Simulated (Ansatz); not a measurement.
This concerns the energy of one form of SiC over another. The value is E(A) − E(B), in meV per atom.

A: SiC (6H, P6₃mc), 12 atoms in the cell, k-point mesh 12×12×4 on the run's own vectors.
```yaml
crystal:
  lattice:
    - [3.09484, 0.00000, 0.00000]
    - [-1.54742, 2.68021, 0.00000]
    - [0.00000, 0.00000, 15.18576]
  atoms:
    - { symbol: Si, position: [0.33333, 0.66667, 0.83299] }
    - { symbol: Si, position: [0.66667, 0.33333, 0.33299] }
    - { symbol: Si, position: [0.66667, 0.33333, 0.66650] }
    - { symbol: Si, position: [0.33333, 0.66667, 0.16650] }
    - { symbol: Si, position: [0.00000, 0.00000, 0.49972] }
    - { symbol: Si, position: [0.00000, 0.00000, 0.99972] }
    - { symbol: C, position: [0.00000, 0.00000, 0.87437] }
    - { symbol: C, position: [0.00000, 0.00000, 0.37437] }
    - { symbol: C, position: [0.33333, 0.66667, 0.70800] }
    - { symbol: C, position: [0.66667, 0.33333, 0.20800] }
    - { symbol: C, position: [0.66667, 0.33333, 0.54151] }
    - { symbol: C, position: [0.33333, 0.66667, 0.04151] }
```

B: SiC (3C, zinc blende, F-43m), 2 atoms in the cell, k-point mesh 14×14×14 on the run's own vectors.
Space group F-43m (No. 216); a = b = c = 4.3797 Å, α = β = γ = 90.00°

```csv
atom,site,symmetry,x,y,z
Si,4c,-43m,0.2500,0.2500,0.2500
C,4a,-43m,0.0000,0.0000,0.0000
```
(The calculation used a cell of 2 atoms; values per cell refer to that cell.)

All numbers come from Ansatz (a program for electronic structure), plane waves with PAW, its PAW set soft_1, cutoff 420 eV, 500 eV for r2SCAN. The structures are at rest with PBE; other levels are single points on them. HSE06 runs on coarser k-point meshes, mended by the PBE difference between the two meshes. Neutral cells; Fermi-Dirac smearing of at most 0.05 eV in the solids, energies taken to zero width. The lattices are those relaxed with PBE, so at other levels the solids can be strained, which adds to the spread. A dispersion term (D3(BJ), or D4 for r2SCAN) was computed beside these levels and is taken off wherever the name lacks it. No zero-point or thermal terms. The structures are the rest points that the relaxations reached, not proven lowest.

Problem. What value does HSE06 give?

Solution. -1 meV/atom for A less B, too close to call.

Problem. How does the value move with the functional?

Solution. 
```
Level   value (meV/atom)  less HSE06
------  ----------------  ----------
r2SCAN                 0           1
```

The levels span only 1 meV/atom, too little to tell them apart.
